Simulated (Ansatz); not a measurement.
The starting structures come from a database of crystals and need not be the phases stable at ambient conditions.

Inside the gap of an insulator the Bloch states are evanescent, with a wavenumber k + iκ along the transport direction.

Here is the system:

```yaml
crystal:
  lattice:
    - [6.50689, 0.00000, 0.00000]
    - [1.45428, 6.34229, 0.00000]
    - [0.00000, 0.00000, 8.22288]
  atoms:
    - { symbol: Si, position: [0.17875, 0.07523, 0.72481] }
    - { symbol: Si, position: [0.82125, 0.92477, 0.27519] }
    - { symbol: Si, position: [0.32125, 0.42477, 0.22481] }
    - { symbol: Si, position: [0.67875, 0.57523, 0.77519] }
    - { symbol: Si, position: [0.07523, 0.17875, 0.27519] }
    - { symbol: Si, position: [0.92477, 0.82125, 0.72481] }
    - { symbol: Si, position: [0.42477, 0.32125, 0.77519] }
    - { symbol: Si, position: [0.57523, 0.67875, 0.22481] }
    - { symbol: Si, position: [0.85060, 0.40518, 0.05769] }
    - { symbol: Si, position: [0.14940, 0.59482, 0.94231] }
    - { symbol: Si, position: [0.64940, 0.09482, 0.55769] }
    - { symbol: Si, position: [0.35060, 0.90518, 0.44231] }
    - { symbol: Si, position: [0.40518, 0.85060, 0.94231] }
    - { symbol: Si, position: [0.59482, 0.14940, 0.05769] }
    - { symbol: Si, position: [0.09482, 0.64940, 0.44231] }
    - { symbol: Si, position: [0.90518, 0.35060, 0.55769] }
    - { symbol: Os, position: [0.81077, 0.18923, 0.81706] }
    - { symbol: Os, position: [0.18923, 0.81077, 0.18294] }
    - { symbol: Os, position: [0.68923, 0.31077, 0.31706] }
    - { symbol: Os, position: [0.31077, 0.68923, 0.68294] }
    - { symbol: Os, position: [0.28411, 0.28411, 0.50000] }
    - { symbol: Os, position: [0.71589, 0.71589, 0.50000] }
    - { symbol: Os, position: [0.21589, 0.21589, 0.00000] }
    - { symbol: Os, position: [0.78411, 0.78411, 0.00000] }
```

Space group of this cell: Cmce. The cell is taken as given.

Transport runs along the normal of the first two printed cell vectors.

No gap correction and no spin-orbit coupling; mid-gap values are interpolated between computed energies.

### Question
State the band gap and the smallest decay constant κ at mid-gap according to r2SCAN (Ansatz, a quantum-chemistry and plane-wave program).

### Answer
Gap 1.09 eV on a 6×6×4 mesh; κ = 0.166 1/Å, at (0.500, 0.500) of the in-plane reciprocal vectors. At the zone centre, at the nearest computed energy, the slowest state has κ = 0.22 1/Å.
